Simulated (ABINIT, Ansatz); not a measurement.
An ABINIT input for a self-consistent single point of AlCo (Pm-3m, 2 atoms in the cell) (DFT, LDA (PW92), plane waves, PAW (JTH v2.0 LDA PAW)):

```
# AlCo, JTH v2.0 LDA PAW
pp_dirpath "./"
pseudos "Al.LDA_PW-JTH.xml, Co.LDA_PW-JTH.xml"
acell 3*1.0
rprim
         5.2820736464    0.0000000000    0.0000000000
         0.0000000000    5.2820736464    0.0000000000
         0.0000000000    0.0000000000    5.2820736464
natom 2
ntypat 2
znucl 13 27
typat 1 2
xred
         0.0000000000    0.0000000000    0.0000000000
         0.5000000000    0.5000000000    0.5000000000
ecut 60 Ry
pawecutdg 120 Ry
pawxcdev 0
ixc 7
occopt 7
tsmear 0.272 eV
nband 15
kptopt 1
ngkpt 9 9 9
nshiftk 1
shiftk 0 0 0
nstep 60
tolvrs 1.0e-12
prtwf 0
prtden 0
enunit 2
```

Q: Translate this input to Ansatz (an electronic-structure program).

A: This is the input that was run; spellings and numerical settings could be chosen otherwise.

Ansatz 0.2 input:
```yaml
# AlCo
crystal:
  lattice:
    - [2.795153, 0.000000, 0.000000]
    - [0.000000, 2.795153, 0.000000]
    - [0.000000, 0.000000, 2.795153]
  atoms:
    - { symbol: Al, position: [0.000000, 0.000000, 0.000000] }
    - { symbol: Co, position: [0.500000, 0.500000, 0.500000] }
basis:
  ecutwfc: 420.0
kpoints:
  mp_grid: { grid: [9, 9, 9] }
hamiltonian:
  xc: lda
  pseudopotentials: { kind: paw }
scf:
  occupations: { method: gaussian, width: 0.272 }
output:
  forces: true
  eigenvalues: true
  stress: true
```

Basis, cutoffs, solver keys and any potentials are the target program's own. This input uses DFT, LDA (PW92), plane waves, default PAW files made with PBE. LDA parametrisations can differ slightly between programs. Both were run: pressure -0.43 GPa in ABINIT and -0.34 in Ansatz. Ansatz's pressure is the one without its finite-basis correction.

On ABINIT: the starting cell comes from a database of computed structures (which also holds hypothetical and non-ambient phases and stackings), without a prior relaxation at this level. Its lattice was rescaled by a random factor within 2.5 % of one. Spin polarisation is off.

On Ansatz: the starting cell comes from a database of computed structures (which also holds hypothetical and non-ambient phases and stackings), without a prior relaxation at this level. Its lattice was rescaled by a random factor within 2.5 % of one. Spin polarisation is off.
